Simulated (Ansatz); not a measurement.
**Element substitutions in BN**

Start from BN in the zinc blende structure (space group F-43m, No. 216; a = 3.610 Å).

Each row replaces one element on all its sites; cell and atoms are relaxed.

Calculations: r2SCAN, PAW, 500 eV (Ansatz, an electronic-structure program; spin-orbit coupling left out).

| change | band gap | shortest interatomic distance | density |
|---|---|---|---|
| base | 5.00 eV | 1.563 Å | 3.50 g/cm³ |
| N → As | 1.38 eV | 2.071 Å | 5.20 g/cm³ |
| N → F | 1.54 eV | 2.163 Å | 1.59 g/cm³ |
| N → C | zero | 1.638 Å | 2.80 g/cm³ |

No phonon test of stability was made. As relaxed here, BF and BC are hypothetical phases, not in the database extracts checked. The final runs are not spin-polarised. An odd electron count without spin: BC.
